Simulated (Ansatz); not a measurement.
Start from Re in the hcp (Mg type) structure (space group P6_3/mmc, No. 194; relaxed with 0.1 eV smearing).

```yaml
crystal:
  lattice:
    - [2.75189, 0.00000, 0.00000]
    - [-1.37595, 2.38321, 0.00000]
    - [0.00000, 0.00000, 4.44007]
  atoms:
    - { symbol: Re, position: [0.66667, 0.33333, 0.75000] }
    - { symbol: Re, position: [0.33333, 0.66667, 0.25000] }
```

Cartesian axes are those of the cell as printed.

Computed with plane-wave PAW DFT at the PBEsol level (Ansatz, a quantum-chemistry and plane-wave program, 420 eV), scalar-relativistic without spin-orbit coupling.

Before the change:

```
Quantity           Result
---------------  --------
Pressure          0.0 GPa
Volume per atom  14.56 Å³
```

Now apply this change: biaxial strain +1.00 %, plane normal [001], relaxed out of plane (Cartesian); in-plane vectors clamped, the third vector and the atoms free.

**Question.** Estimate the effect on the pressure.

**Answer.** The pressure (mean of the normal stresses, compression positive) goes from zero to -4.8 GPa.

**Question.** What happens to the volume per atom?

**Answer.** The volume per atom rises by 0.19 Å³ (14.56 Å³ → 14.75 Å³).

No phonon test of stability was made. All final runs are without spin polarisation.
